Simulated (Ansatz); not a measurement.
Computed paths: B-vacancy pair in silicon, charge state +1

Defect migration in silicon: B-vacancy pair (B on one host Si site, one Si site vacant), charge state +1. Method: PBE, PAW (plane waves to 420 eV; Ansatz, an electronic-structure program).

Cell of 216 host sites held at the relaxed PBE lattice; one k-point at (0.250, 0.250, 0.250); Fermi-Dirac width 0.01 eV, spin-restricted; finite-size errors left in. No zero-point or tunnelling terms. The charge state is imposed; whether it is stable for some Fermi level was not computed. Forms of the defect that were not tried may lie lower.

Barriers: single points on a 2×2×2 k-point mesh shifted by half a step at the bands' geometries (they differ from the bands' own by up to 0.09 eV, and are uncertain by about as much).

```tsv
Route	Start site over the lowest site run (eV)	Hop (Å)	Forward barrier (eV)	Backward barrier (eV)	Neighbours at the start	Neighbours at the saddle	Saddle order	Forward, on the band's own sampling (eV)
one Si atom jumps into the vacancy from a nearby Si site (B-vacancy distance between ideal sites 3.87 → 4.54 Å)	0.00	2.37	0.54	0.40	Si at 2.36, Si at 2.38, Si at 2.39 Å	Si at 2.57, Si at 2.66, Si at 2.67, Si at 2.87, Si at 3.11, Si at 3.17 Å	not checked	0.54
one Si atom jumps into the vacancy from a nearby Si site (B-vacancy distance between ideal sites 3.87 → 5.96 Å)	0.00	2.64	0.78	0.51	Si at 2.36, 2 Si at 2.38 Å	2 Si at 2.53, Si at 2.86, Si at 2.96, Si at 3.11, Si at 3.14 Å	not checked, on a symmetry element	0.68
```

Paths come from nudged elastic bands with a climbing image. Of the routes that converged and passed our checks, the lowest saddle point lies 0.54 eV above the lowest of the sites run (one Si atom jumps into the vacancy from a nearby Si site (B-vacancy distance between ideal sites 3.87 → 4.54 Å)); other sites, such as split forms, and other routes may lie lower. A band can be held on a symmetry element, so unchecked saddle points there may be too high.
